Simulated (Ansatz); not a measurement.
Consider LiTaO3 (space group R3c, No. 161).

```
LiTaO3
1.0
    2.59590     1.49875     4.64067
   -2.59590     1.49875     4.64067
    0.00000    -2.99749     4.64067
Li Ta O
2 2 6
Cartesian
  0.00000   0.00000   9.82427
  0.00000   0.00000   2.86327
  0.00000   0.00000  13.75178
  0.00000   0.00000   6.79078
 -0.63224   1.45705   8.15027
  1.57796  -0.18099   8.15027
 -0.94572  -1.27606   8.15027
  1.01794   1.31775   5.82993
  0.63224  -1.54044   5.82993
 -1.65018   0.22269   5.82993
```

Cartesian axes are those of the cell as printed.

The values are results of Kohn–Sham DFT with the PBE functional, run in Ansatz (a program for electronic structure) with PAW and 420 eV plane waves, without spin-orbit coupling, not measurements.

For the base:

- Pressure: -0.01 GPa

One thing is altered: biaxial strain −1.36 %, plane normal [001], relaxed out of plane (Cartesian); in-plane vectors clamped, the third vector and the atoms free.

Problem. Estimate the effect on the ratio −ε⊥/ε∥, energy relative to the base and pressure.

Solution. The ratio −ε⊥/ε∥ amounts to 0.60; the energy goes up by 2.9 meV/atom; the pressure (mean of the normal stresses, compression positive) increases by 2.16 GPa (-0.01 GPa → 2.15 GPa).

No phonon test of stability was made.
